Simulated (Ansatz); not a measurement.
This concerns the formation energy of the neutral Si_Ge in Ge (diamond, Fd-3m). Reaction: Si (diamond) + 53 Ge (diamond) → cell A.

Cell A: a supercell of 54 sites of Ge (diamond, Fd-3m) with Si on a Ge site (4 Ge at 2.45 Å); spin state with PBE: run without spin, k-point mesh 2×2×2.
```
CELL_PARAMETERS angstrom
     12.22156     0.00000     0.00000
      6.11078    10.58418     0.00000
      6.11078     3.52806     9.97886
ATOMIC_POSITIONS crystal
  Ge 0.00005 0.99990 0.00028
  Ge 0.08327 0.08353 0.08337
  Ge 0.00042 0.99964 0.33336
  Ge 0.08315 0.08359 0.41680
  Ge 0.00016 0.99978 0.66690
  Ge 0.08341 0.08311 0.75032
  Ge 0.00018 0.33342 0.99986
  Ge 0.08343 0.41660 0.08329
  Ge 0.00025 0.33364 0.33319
  Ge 0.08379 0.41690 0.41698
  Ge 0.00033 0.33310 0.66684
  Ge 0.08412 0.41662 0.74937
  Ge 0.00002 0.66647 0.00016
  Ge 0.08325 0.74995 0.08342
  Ge 0.99985 0.66677 0.33339
  Ge 0.08402 0.74891 0.41705
  Ge 0.00000 0.66642 0.66699
  Ge 0.08318 0.74983 0.75031
  Ge 0.33326 0.99992 0.00020
  Ge 0.41675 0.08313 0.08355
  Ge 0.33323 0.99995 0.33355
  Ge 0.41687 0.08363 0.41699
  Ge 0.33340 0.99973 0.66706
  Ge 0.41682 0.08385 0.74948
  Ge 0.33336 0.33316 0.00029
  Ge 0.41685 0.41687 0.08384
  Ge 0.33468 0.33468 0.33485
  Si 0.41656 0.41670 0.41681
  Ge 0.33482 0.33470 0.66254
  Ge 0.41646 0.41691 0.74956
  Ge 0.33333 0.66697 0.00016
  Ge 0.41730 0.74925 0.08392
  Ge 0.33497 0.66258 0.33477
  Ge 0.41727 0.74926 0.41670
  Ge 0.33316 0.66693 0.66674
  Ge 0.41678 0.74982 0.75020
  Ge 0.66682 0.00001 0.99990
  Ge 0.75003 0.08346 0.08336
  Ge 0.66704 0.99954 0.33355
  Ge 0.74967 0.08392 0.41667
  Ge 0.66682 0.00005 0.66668
  Ge 0.75018 0.08355 0.74985
  Ge 0.66685 0.33353 0.99984
  Ge 0.74957 0.41646 0.08417
  Ge 0.66233 0.33486 0.33511
  Ge 0.74961 0.41663 0.41701
  Ge 0.66645 0.33351 0.66695
  Ge 0.75033 0.41665 0.74987
  Ge 0.66715 0.66640 0.99989
  Ge 0.75017 0.74999 0.08316
  Ge 0.66722 0.66656 0.33307
  Ge 0.74997 0.74950 0.41727
  Ge 0.66662 0.66656 0.66713
  Ge 0.75010 0.75006 0.75001
```

Reference: Si (diamond, Fd-3m), 2 atoms in the cell, k-point mesh 10×10×10 on the run's own vectors. Conventional cell: a = 5.470 Å, b = 5.470 Å, c = 5.470 Å, α = 90.00°, β = 90.00°, γ = 90.00°.

Reference: Ge (diamond, Fd-3m), 54 atoms in the cell, the relaxed perfect crystal repeated, atoms not moved again, k-point mesh 2×2×2 on the run's own vectors.

Computed with Ansatz (plane waves, PAW), its default PAW set, cutoff 420 eV. The structures are at rest with PBE, within the held lattices. Neutral cells; Fermi-Dirac smearing of at most 0.05 eV in the solids, energies taken to zero width. Larger cells are relaxed from a start prepared with the learned potential CHGNet till forces fall under 0.03 eV/Å, which some starts already meet. A dispersion term (D3(BJ), or D4 for r2SCAN) was computed beside these levels and is taken off wherever the name lacks it. Space groups of crystals are read within 0.01 Å. No zero-point or thermal terms. The structures are the rest points that the relaxations reached, not proven lowest. Values are for these cell sizes. Mesh and cell size may move defect energies by 0.1 eV or more. Cell A has symmetry F-43m within 0.02 Å and got no random move, so less symmetric positions, which may lie lower, weren't tried.

What value does PBE give?

0.10 eV, for Si (diamond) + 53 Ge (diamond) → cell A.

Ansatz is a first-principles code.
